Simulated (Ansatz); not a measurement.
Consider MoTe2 (space group P6_3/mmc, No. 194; a = 3.4966 Å, c = 13.6959 Å; layered, stacked along the Cartesian z axis).

The values are results of PBE-D3(BJ) (Ansatz, a first-principles code, PAW, without spin-orbit coupling), not measurements.

For the base:

```
Property               Value
-------------------  -------
c/a ratio              3.917
Lattice parameter a  3.497 Å
```

The change: a hydrostatic pressure of 3 GPa.

Question: Estimate the effect on the c/a ratio.

Answer: The c/a ratio shrinks by 0.051 (3.917 → 3.866).

Question: Predict the new lattice parameter a.

Answer: The lattice parameter a drops by 0.047 Å, from 3.497 Å to 3.450 Å.

Load acts through the strain it causes; cell and atoms are relaxed under it. No phonon test of stability was made. The D3 term's C6 switches between coordination references near this geometry, which can add small steps to energies.
